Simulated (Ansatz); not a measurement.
Worked example: relaxation of the atoms of VRe (Cmm2, 2 atoms in the cell) in Ansatz (a program for electronic structure).

Method: LDA (PW92), default PAW files made with PBE (plane waves; Ansatz).

The change in words: one atom moved by 0.15 angstrom; relax: default → atoms; relax.f_tol: default → 0.1 eV/Å. Reference geometry:
```yaml
crystal:
  lattice:
    - [1.50727, -2.17574, 0.00000]
    - [1.50727, 2.17574, 0.00000]
    - [0.00000, 0.00000, 4.20942]
  atoms:
    - { symbol: V, position: [0.50000, 0.50000, 0.50000] }
    - { symbol: Re, position: [0.00000, 0.00000, 0.00000] }
```

Reference input (self-consistent single point, DFT, LDA (PW92), plane waves, default PAW files made with PBE): basis.ecutwfc = 30.9 Ry; kpoints.mp_grid.grid = 13 13 8; hamiltonian.xc = lda; hamiltonian.pseudopotentials = {kind: paw} (the program's default PAW files); scf.occupations.method = fermi_dirac; scf.occupations.width = 0.0073 Ry. This run's input differs from it in these lines:

```diff
@@ -6,3 +6,3 @@
   atoms:
-    - { symbol: V, position_ang: [1.507271, 0.000000, 2.104709] }
+    - { symbol: V, position_ang: [1.507271, 0.000000, 2.254707] }
     - { symbol: Re, position_ang: [0.000000, 0.000000, 0.000000] }
@@ -17,2 +17,4 @@
   occupations: { method: fermi_dirac, width: 0.0073 Ry }
+relax:
+  f_tol: 0.1
 output:
```

Output, abridged:

```
   [... SCF lines of the steps left out ...]
relax step   1: F+E_penalty+E_count = -13468.49465189 eV  Δ(F+E_penalty+E_count) = +0.000e0 eV  max|allowed force component| = 1.709e0 eV/Å  Δτ_max = 0.0000 Å  (6 SCF iters, dr2 threshold 1.00e-4 eV, accepted)
relax step   2: F+E_penalty+E_count = -13468.62263971 eV  Δ(F+E_penalty+E_count) = -1.280e-1 eV  max|allowed force component| = 1.952e-1 eV/Å  Δτ_max = 0.0666 Å  (6 SCF iters, dr2 threshold 1.00e-4 eV, accepted)
relax step   3: F+E_penalty+E_count = -13468.62427057 eV  Δ(F+E_penalty+E_count) = -1.631e-3 eV  max|allowed force component| = 3.244e-4 eV/Å  Δτ_max = 0.0083 Å  (6 SCF iters, accepted)
the relaxation is at rest under the 4 symmetry operations that the run kept from its start: a minimum is not shown …
Free energy (F): -13468.624271 eV
Internal energy: -13468.586495 eV  (E = F + TS)
E sigma→0 (E₀):  -13468.605383 eV
Entropy (-TS):   -0.037776 eV (-18.888 meV/atom)
Fermi energy:    21.091439 eV
--- Forces (eV/Å), atoms counted from 1 ---
  atom   1  V      0.00000000    -0.00000000    -0.00032466
  atom   2  Re     0.00000000     0.00000000     0.00032407
--- Stress (GPa, compression-positive) ---
       -7.721632       0.000000       0.000000
        0.000000      -7.988336      -0.000000
        0.000000      -0.000000      -8.036470
  P = ⅓ Tr σ = -7.9155 GPa (-79.155 kbar)
  The stress holds the Pulay correction. Without it, at fixed plane waves, as pw.x and ABINIT print it: P = -8.0159 GPa
--- Relaxed structure (3 steps of the walk, 3 accepted, 0 SCFs on fresh bases) ---
  F+E_penalty+E_count = -13468.62427057 eV   max|allowed force component| = 3.244e-4 eV/Å
  atoms:
    - { symbol: V, position: [0.5, 0.5, 0.5178203151857457] }
    - { symbol: Re, position: [-9.56577883130867e-19, 9.56577883130867e-19, 0.017813716795405225] }
```

The run converged.  The full log also holds: “iter 5 did not close the SCF: its close was put off for the readings that it lacked (scf_convergence_deferred on its scf_iter line)”.

Summary of the result:
| Property | Result |
|---|---|
| Free energy E − TS (on the zero of these files) | -13468.6243 eV |
| Fermi level (on the code's own zero) | 21.09 eV |
| Pressure | -7.92 GPa |
| Relaxation steps | 3 |

The starting cell comes from a database of computed structures (which also holds hypothetical and non-ambient phases and stackings), without a prior relaxation at this level. Its lattice was rescaled by up to half a per cent. For this run, on top of that: one atom moved by 0.15 angstrom. Spin polarisation is off. The relaxation keeps the symmetry of its start, so its end need not be a minimum. Ansatz's pressure includes its estimate of the finite-basis (Pulay) stress.

Cost on one core of a shared machine: roughly 30 s.

Keys are those of Ansatz 0.2.
